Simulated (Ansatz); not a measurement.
Take KTaO₃ in the cubic perovskite structure (space group Pm-3m, No. 221; a = 4.023 Å) as the base.

The change: a negative pressure, −1 GPa.

Levels (all Ansatz, a quantum-chemistry and plane-wave program, PAW, earlier PAW set): PBE (420 eV, scalar-relativistic without spin-orbit coupling); r2SCAN (500 eV, scalar-relativistic without spin-orbit coupling); HSE06 (420 eV, scalar-relativistic without spin-orbit coupling); PBE+SOC (420 eV, with spin-orbit coupling).

One geometry, relaxed with PBE, under each level:

Notes on the quantities. electron mass: degenerate bands, along [100]; hole mass: degenerate bands, along [100].

| level | band gap | lowest conduction level above the VBM at special points | electron mass | hole mass | pressure |
|---|---|---|---|---|---|
| PBE | 2.16 eV | Γ 2.16 eV; X 2.30 eV; M 4.89 eV; R 6.23 eV | – | – | -0.98 GPa |
| r2SCAN | 2.56 eV | Γ 2.56 eV; X 2.70 eV; M 5.28 eV; R 6.65 eV | – | – | -6.01 GPa |
| HSE06 | (withheld) | (withheld) | – | – | – |
| PBE+SOC | 2.02 eV | Γ 2.02 eV; X 2.29 eV; M 4.73 eV; R 6.08 eV | 0.27, 0.76 mₑ (at Γ) | 1.1, 2.8 mₑ (at R) | -1.14 GPa |

**Question.** Give the withheld HSE06 results.

**Answer.** 
- HSE06, band gap: 3.50 eV
- HSE06, lowest conduction level above the VBM at special points: Γ 3.50 eV; X 3.65 eV; M 6.44 eV

Single points use the geometry relaxed with PBE. Their cutoffs differ, which shifts pressures a little. The hybrid gap comes from the SCF mesh plus the semilocal run's edge points and a few special points and is an upper bound. Differences between runs with and without spin-orbit coupling are approximate. Spin-orbit coupling, missing from the scalar runs, can matter with Ta. Load acts through the strain it causes; cell and atoms are relaxed under it. Effective masses come from finite differences of ±0.01 Å⁻¹. Stability against distortions was not tested.
